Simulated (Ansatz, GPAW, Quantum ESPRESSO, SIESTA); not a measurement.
# Code comparison for RbMg₆Cu (Amm2, 8 atoms in the cell)

Self-consistent single point.

```yaml
crystal:
  lattice:
    - [5.26295, 0.00000, 0.00000]
    - [0.00000, 3.26290, 5.87026]
    - [0.00000, -3.26290, 5.87026]
  atoms:
    - { symbol: Rb, position: [0.50000, 0.66741, 0.66741] }
    - { symbol: Mg, position: [0.50000, 0.67244, 0.16324] }
    - { symbol: Mg, position: [0.50000, 0.16324, 0.67244] }
    - { symbol: Mg, position: [0.00000, 0.85620, 0.30714] }
    - { symbol: Mg, position: [0.00000, 0.30714, 0.85620] }
    - { symbol: Mg, position: [0.00000, 0.32646, 0.32646] }
    - { symbol: Mg, position: [0.00000, 0.84616, 0.84616] }
    - { symbol: Cu, position: [0.50000, 0.16094, 0.16094] }
```

Shared settings, as Ansatz (an electronic-structure program) writes them: kpoints.mp_grid.grid = 5 5 5; scf.occupations.method = fermi_dirac; scf.occupations.width = 0.1 eV. Potentials and cutoffs stand in the table.

```tsv
code	model	pressure (GPa)	largest force (eV/Å)	cutoff
Quantum ESPRESSO	PBEsol, PseudoDojo standard norm-conserving (PBESOL) pseudopotentials	-0.78	0.126	95 Ry
GPAW	PBEsol, GPAW PAW datasets PBEsol (made by gpaw-setup)	-0.77	0.123	850 eV
Ansatz	PBEsol, PAW files made with PBE	-0.79	0.125	default
SIESTA	GGA PBEsol, numerical atomic orbitals DZP, PseudoDojo PBEsol standard norm-conserving potentials (rewritten from UPF to PSML)	-0.44	0.097	grid 350 Ry
```

Size of the force on each atom (eV/Å): Sizes of forces hide their directions.

| code | Rb1 | Mg2 | Mg3 | Mg4 | Mg5 | Mg6 | Mg7 | Cu8 |
|---|---|---|---|---|---|---|---|---|
| Quantum ESPRESSO | 0.019 | 0.048 | 0.048 | 0.047 | 0.047 | 0.074 | 0.038 | 0.126 |
| GPAW | 0.018 | 0.044 | 0.044 | 0.040 | 0.040 | 0.062 | 0.040 | 0.123 |
| Ansatz | 0.019 | 0.044 | 0.044 | 0.046 | 0.046 | 0.067 | 0.040 | 0.125 |
| SIESTA | 0.008 | 0.083 | 0.083 | 0.017 | 0.017 | 0.024 | 0.001 | 0.097 |

On Ansatz's run: spin polarisation is off.

The spread over the programs that give each value: pressure within 0.35 GPa; largest force within 0.029 eV/Å.

SIESTA uses small atom-centred bases, whose incompleteness enters pressures, forces and empty levels differently from a plane-wave cutoff. Ansatz's pressure is given at a fixed set of plane waves, as the other plane-wave codes print theirs.

On the base mesh (4 3 3) the same programs gave: Ansatz pressure -0.94 GPa; Quantum ESPRESSO pressure -0.93 GPa; GPAW pressure -0.93 GPa; SIESTA pressure -0.53 GPa.

The starting cell comes from a database of computed structures (which also holds hypothetical and non-ambient phases and stackings), without a prior relaxation at this level.

Left out of this page: CP2K (unsound by tests on forces, stress, charge or solver warnings).

Keys are those of Ansatz 0.2.
